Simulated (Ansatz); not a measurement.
The structure below was relaxed with PBE, PAW, 420 eV (Ansatz, a program for electronic structure; without spin-orbit coupling), at pressure 30 GPa.

Space group F-43m (No. 216); a = 5.868 Å, b = 5.868 Å, c = 5.868 Å, α = 90.00°, β = 90.00°, γ = 90.00°

```json
[
 {"atom": "Cd", "site": "4a", "symmetry": "-43m", "x": "0.0000", "y": "0.0000", "z": "0.0000"},
 {"atom": "Te", "site": "4d", "symmetry": "-43m", "x": "0.7500", "y": "0.7500", "z": "0.7500"}
]
```

### Question
Write out a cell with all atoms.

### Answer
```cif
data_Cd4Te4
_chemical_formula_sum 'Cd4 Te4'
_space_group_name_H-M_alt 'P 1'
_space_group_IT_number 1
_cell_length_a 5.86781
_cell_length_b 5.86781
_cell_length_c 5.86781
_cell_angle_alpha 90.000
_cell_angle_beta 90.000
_cell_angle_gamma 90.000
loop_
_space_group_symop_operation_xyz
  'x, y, z'
loop_
_atom_site_label
_atom_site_type_symbol
_atom_site_fract_x
_atom_site_fract_y
_atom_site_fract_z
_atom_site_occupancy
Cd1 Cd 0.00000 0.00000 0.00000 1
Te1 Te 0.25000 0.25000 0.75000 1
Cd2 Cd 0.00000 0.50000 0.50000 1
Te2 Te 0.25000 0.75000 0.25000 1
Cd3 Cd 0.50000 0.00000 0.50000 1
Te3 Te 0.75000 0.25000 0.25000 1
Cd4 Cd 0.50000 0.50000 0.00000 1
Te4 Te 0.75000 0.75000 0.75000 1
```
This is the conventional cell.

Load acts through the strain it causes; cell and atoms are relaxed under it. Whether these cells are dynamically stable was not tested. Measured, CdTe leaves this structure (for cinnabar) near 3.53 GPa (temperature not stated; as listed in Datta, Sujoy, Jana, Debnarayan, arXiv (2020)), on rising pressure, with hysteresis. The cell was made from CdTe in the zinc blende structure (space group F-43m, No. 216) by this change: pressure 30 GPa.
